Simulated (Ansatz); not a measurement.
Cost and result by functional for the surface energy of the (321) surface of fcc Ca in its 1x1 cell, outermost plane spacing 0.74 Å in the ideal cut, in Ansatz (plane waves, PAW). Single points on the PBE structure, on one kind of machine; costs are rough ratios of the slab run's core time (references not counted) to the cheapest single point. r2SCAN's cost holds its higher cutoff (500 against 420 eV). Differences are taken against r2SCAN for comparison alone: no measured value is at hand, so the table doesn't rank accuracy.

Model: 15-atom slab, 10.3 Å thick at the start (thin: gaps and levels are the slab's own), 6x5x1 mesh, Fermi-Dirac 0.1 eV, dipole correction, all atoms relaxed; held to the start's symmetry, so lower structures may exist; no spin, no spin-orbit, no U. These notes are the PBE run's.

```csv
functional,relative cost,surface energy (J/m²),less r2SCAN (J/m²)
RPBE,1,0.51,-0.09
PBEsol,1,0.59,-0.01
LDA,1,0.61,0.01
r2SCAN,2,0.60,0.00
PBE (the relaxed run's value),–,0.55,-0.05
```

The values span 0.10 J/m², while the single points' costs differ by a factor of roughly 2. Differences are of unrounded values.

Ansatz is an electronic-structure program.
